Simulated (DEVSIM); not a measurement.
Structure: Schottky contact on n-type Ge, at 300 K.

```csv
layer (left to right),material,thickness (μm),Nd (cm⁻³),τn (s),τp (s)
1,Ge,11.0,7.4e15,4.4e-5,4.4e-5
```

Left contact: Schottky, work function 4.39 eV, emission velocity 1.2e7 cm/s. Right contact: ohmic. Voltage is applied to the left contact. Recombination: SRH at mid-gap, radiative, Auger. Mobility is constant in doping.

This is a model device: material constants are rounded textbook-type values typed into the input, and sizes, dopings and lifetimes were drawn at random. Values at 300 K.

| parameter | Ge |
|---|---|
| gap (eV) | 0.664 |
| affinity (eV) | 4 |
| permittivity | 16 |
| Nc (cm⁻³) | 1.04e19 |
| Nv (cm⁻³) | 6e18 |
| μn (cm²/Vs) | 3900 |
| μp (cm²/Vs) | 1900 |
| B (cm³/s) | 6.4e-14 |
| Cn (cm⁶/s) | 1e-31 |
| Cp (cm⁶/s) | 1e-31 |

Model (solved in DEVSIM): 1D drift-diffusion, Boltzmann statistics, complete ionisation; no tunnelling, impact ionisation, image-force lowering or self-heating. Metal contacts follow the ideal Schottky-Mott rule: no Fermi-level pinning, no interface dipoles.

Give the dark reverse current.


```json
[
 {"V (V)": "-0.04", "J (A/cm²)": "-3.7"},
 {"V (V)": "-0.10", "J (A/cm²)": "-4.8"},
 {"V (V)": "-0.20", "J (A/cm²)": "-5.0"},
 {"V (V)": "-0.30", "J (A/cm²)": "-5.0"},
 {"V (V)": "-0.40", "J (A/cm²)": "-5.1"},
 {"V (V)": "-0.60", "J (A/cm²)": "-5.2"},
 {"V (V)": "-0.80", "J (A/cm²)": "-5.2"},
 {"V (V)": "-1.00", "J (A/cm²)": "-5.2"},
 {"V (V)": "-1.30", "J (A/cm²)": "-5.3"},
 {"V (V)": "-1.60", "J (A/cm²)": "-5.3"},
 {"V (V)": "-2.00", "J (A/cm²)": "-5.3"}
]
```
